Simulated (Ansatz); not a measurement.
Response to strain in CdSe

The reference is CdSe in the wurtzite structure (space group P6_3mc, No. 186; a = 4.248 Å, c = 6.941 Å). Axes: x lies along a and z along c of the hexagonal cell.

Strains are applied to the cell and any free atomic positions relax; under biaxial strain the out-of-plane vector relaxes too.

Computed with LDA, PAW, 420 eV (Ansatz, a quantum-chemistry and plane-wave program; without spin-orbit coupling).

Notes on the quantities. in-plane stress: mean in-plane stress (compression positive).

| variant | volume per atom | in-plane stress |
|---|---|---|
| base | 27.11 Å³ | – |
| biaxial strain −3.00 %, plane normal [001], relaxed out of plane | 26.23 Å³ | +2.8 GPa |
| biaxial strain −2.40 %, plane normal [001], relaxed out of plane | 26.41 Å³ | +2.2 GPa |
| biaxial strain −1.80 %, plane normal [001], relaxed out of plane | 26.59 Å³ | +1.7 GPa |
| biaxial strain −1.20 %, plane normal [001], relaxed out of plane | 26.77 Å³ | +1.1 GPa |
| biaxial strain −0.60 %, plane normal [001], relaxed out of plane | 26.94 Å³ | +0.5 GPa |

No phonon test of stability was made.
